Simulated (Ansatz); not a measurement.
# Effect of Li interstitial (started 1.62 Å from the nearest host atom), symmetric start on ZrN

Consider a 24-atom supercell of ZrN in the rock salt structure (space group Fm-3m, No. 225; a = 4.5947 Å) at its relaxed geometry.

Perturbation: a neutral Li interstitial (started 1.62 Å from the nearest host atom), symmetric start, atoms relaxed at fixed cell.

All numbers come from PBE, PAW, 420 eV (Ansatz, a first-principles code; scalar-relativistic without spin-orbit coupling). k-mesh 6×5×6 (Γ-centred); smearing 0.05 eV (Fermi–Dirac).

The pressure goes from zero to 9.0 GPa and the final site of the added atom is 2 N at 1.73 Å (linear).

Cost of the whole job for the changed cell (relaxation, final SCF and bands): very roughly 8 core-minutes.

The cell is small, so the values are those of an ordered compound at a high defect concentration; dilute-limit values will differ. The defect started on the symmetric site and kept its symmetry, so it may sit on a saddle. All final runs are without spin polarisation. An odd electron count without spin: LiZr12N12 and ZrN. The defect cell is not spin-polarised.
